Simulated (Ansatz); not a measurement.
Base system: GaP in the zinc blende structure (space group F-43m, No. 216; a = 5.451 Å). Axes: x, y, z lie along the cube axes.

Level of theory: plane-wave PAW DFT at the r2SCAN level (Ansatz, a quantum-chemistry and plane-wave program, 500 eV), no spin-orbit coupling.

Strains are applied to the cell and any free atomic positions relax; under biaxial strain the out-of-plane vector relaxes too; under stress the whole cell relaxes.

One change was made to it. Results:

The band gap falls by 0.153 eV, from 1.85 eV to 1.69 eV; the shortest interatomic distance increases by 0.0096 Å, from 2.361 Å to 2.370 Å.

Problem. Which of these changes matches the shifts?
A. uniaxial stress, 2 GPa tension along z
B. biaxial strain +1.56 %, plane normal [110], relaxed out of plane
C. uniaxial stress, 3 GPa tension along x
D. biaxial strain +1.86 %, plane normal [001], relaxed out of plane

Solution. C, uniaxial stress, 3 GPa tension along x. For comparison, the band gap in the other runs: biaxial strain +1.56 %, plane normal [110], relaxed out of plane gives 1.74 eV; uniaxial stress, 2 GPa tension along z gives 1.74 eV; biaxial strain +1.86 %, plane normal [001], relaxed out of plane gives 1.55 eV.

A biaxial case was relaxed in a doubled cell and then solved in the primitive one. Beyond what the load breaks, stability against distortions was not tested.
